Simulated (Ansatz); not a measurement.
Base system: Ir in the fcc (Cu type) structure (space group Fm-3m, No. 225; a = 3.845 Å).

Method: r2SCAN (Ansatz, an electronic-structure program; PAW; 500 eV plane waves; no spin-orbit coupling), earlier PAW set.

Base values:

| Item | Result |
|---|---|
| Volume per atom | 14.21 Å³ |

One thing is altered: full substitution Ir → Os; the structure is relaxed again.

Tabulated Pauling electronegativity and covalent radius: Ir 2.20, 1.41 Å; Os 2.20, 1.44 Å.

Q: Estimate the effect on the volume per atom.

A: The volume per atom drops by 0.135 Å³ to 14.08 Å³.

Stability against distortions was not tested. The final runs are not spin-polarised. This is not the structure that Os has at room temperature and ambient pressure.
